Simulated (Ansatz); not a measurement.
Start from Nb in the bcc (W type) structure (space group Im-3m, No. 229; a = 3.303 Å).

Level of theory: Ansatz (a first-principles code), r2SCAN, PAW, cutoff 500 eV, scalar-relativistic without spin-orbit coupling.

Before the change:

| Property | Result |
|---|---|
| Volume per atom | 18.01 Å³ |

Modification: cell and atoms relaxed at a pressure of 30 GPa.

Problem. Estimate the effect on the volume per atom.

Solution. The volume per atom falls by 2.26 Å³, from 18.01 Å³ to 15.75 Å³.

Load acts through the strain it causes; cell and atoms are relaxed under it. No phonon test of stability was made. Competing high-pressure phases were not computed. All final runs are without spin polarisation.
